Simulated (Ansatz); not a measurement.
Ansatz (a first-principles code) run on ScGe (Cmcm, 4 atoms in the cell): relaxation of cell and atoms.

Method of the run: PBEsol, PAW files made with PBE (plane waves; Ansatz).

```
ScGe
1.0
    1.95553    -4.92658     0.00000
    1.95553     4.92658     0.00000
    0.00000     0.00000     3.68209
Sc Ge
2 2
Cartesian
  1.95553  -3.57680   2.76156
  1.95553   3.57680   0.92052
  1.95553  -0.88196   2.76156
  1.95553   0.88196   0.92052
```

Reference input (self-consistent single point, DFT, PBEsol, plane waves, PAW files made with PBE): kpoints.mp_grid.grid = 7 7 7; hamiltonian.xc = pbesol; hamiltonian.pseudopotentials = {kind: paw} (the program's default PAW files); scf.occupations.method = fermi_dirac; scf.occupations.width = 0.1 eV. This run's input differs from it in these lines:

```diff
@@ -22,2 +22,4 @@
     width: 0.1 eV
+relax:
+  cell: {}
 output:
```

Output (repeated stretches shortened):

```
   [... SCF lines of the steps left out ...]
relax step   1: F+E_penalty+E_count = -12733.37111452 eV  Δ(F+E_penalty+E_count) = +0.000e0 eV  max|allowed force component| = 5.392e-3 eV/Å  Δτ_max = 0.0000 Å  P = +5.055 GPa  Ω = 70.947 Å³  (8 SCF iters, dr2 threshold 1.00e-7 eV, accepted)
relax step   2: F+E_penalty+E_count = -12733.39910084 eV  Δ(F+E_penalty+E_count) = -2.799e-2 eV  max|allowed force component| = 1.702e-1 eV/Å  Δτ_max = 0.0173 Å  P = -2.682 GPa  Ω = 76.510 Å³  energy of the carried Pulay correction = -7.178e-4 eV  [...]
   [... lines left out ...]
relax step   6: F+E_penalty+E_count = -12733.42235003 eV  Δ(F+E_penalty+E_count) = -1.355e-4 eV  max|allowed force component| = 1.266e-3 eV/Å  Δτ_max = 0.0015 Å  P = -0.007 GPa  Ω = 74.351 Å³  energy of the carried Pulay correction = -4.469e-4 eV  [...]
relax step   7: F+E_penalty+E_count = -12733.42281104 eV  Δ(F+E_penalty+E_count) = -4.610e-4 eV  max|allowed force component| = 1.662e-3 eV/Å  Δτ_max = 0.0000 Å  P = -0.004 GPa  Ω = 74.351 Å³  stress off target by 1.56e-2 GPa  SCF on the basis [...]
basis re-selected at this cell: Δ(F+E_penalty+E_count) = -4.610e-4 eV, ΔP = +0.002 GPa vs the last step
the relaxation is at rest under the 8 symmetry operations that the run kept from its start: a minimum is not shown …
Free energy (F): -12733.422811 eV
Internal energy: -12733.350814 eV  (E = F + TS)
E sigma→0 (E₀):  -12733.386812 eV
Entropy (-TS):   -0.071997 eV (-17.999 meV/atom)
Fermi energy:    11.781420 eV
--- Forces (eV/Å), atoms counted from 1 ---
  atom   1  Sc     0.00000000     0.00120419    -0.00000000
   [... lines left out ...]
  cell:  # Å, volume = 74.3507 Å³
   [... lines left out ...]
    - [-6.605040314031727e-18, -3.4259940607453295e-33, 3.747198743269728]
  atoms:
    - { symbol: Sc, position: [0.8636639468929662, 0.13633605310703367, 0.7500000000000001] }
    - { symbol: Sc, position: [0.13633605310703367, 0.8636639468929662, 0.25] }
    - { symbol: Ge, position: [0.5896719780182449, 0.4103280219817549, 0.7500000000000001] }
    - { symbol: Ge, position: [0.4103280219817549, 0.5896719780182449, 0.25] }
```

The run converged. 

Summary of the result:
- Free energy E − TS (on the zero of these files) = -12733.4228 eV
- Fermi level (on the code's own zero) = 11.78 eV
- Pressure = 0.00 GPa
- Largest force (vector length) = 0.002 eV/Å
- Final cell = a = 5.3794 Å, b = 5.3794 Å, c = 3.7472 Å, α = 90.00°, β = 90.00°, γ = 136.71°
- Final volume per atom = 18.59 Å³
- Relaxation steps = 7

The starting cell comes from a database of computed structures (which also holds hypothetical and non-ambient phases and stackings), without a prior relaxation at this level. Its lattice was rescaled by a random factor within 2.5 % of one. The relaxation keeps the symmetry of its start, so its end need not be a minimum. Ansatz's pressure includes its estimate of the finite-basis (Pulay) stress.

Cost on one core of a shared machine: roughly 60 s.

Keys are those of Ansatz 0.2.
